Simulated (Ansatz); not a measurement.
## Response to strain in AlN

Consider AlN in the wurtzite structure (space group P6_3mc, No. 186).

```
CELL_PARAMETERS angstrom
      3.11381     0.00000     0.00000
     -1.55691     2.69664     0.00000
      0.00000     0.00000     4.98335
ATOMIC_POSITIONS crystal
  Al 0.33333 0.66667 0.00000
  Al 0.66667 0.33333 0.50000
  N  0.33333 0.66667 0.38200
  N  0.66667 0.33333 0.88200
```

Cartesian axes are those of the cell as printed.

Strains are applied to the cell and any free atomic positions relax.

All numbers come from Ansatz (a first-principles code) PBEsol, no SOC.

Candidates:
(a) uniaxial strain ε_xx = −1.20 %
(b) uniaxial strain ε_xx = −1.80 %
(c) uniaxial strain ε_xx = −2.40 %
(d) uniaxial strain ε_xx = −3.00 %

For the base:

The band gap is 4.09 eV.

**Question.** Order them by band gap, lowest first.

**Answer.** (a) uniaxial strain ε_xx = −1.20 % (4.23 eV), (b) uniaxial strain ε_xx = −1.80 % (4.30 eV), (c) uniaxial strain ε_xx = −2.40 % (4.36 eV), (d) uniaxial strain ε_xx = −3.00 % (4.41 eV)

Whether these cells are dynamically stable was not tested.
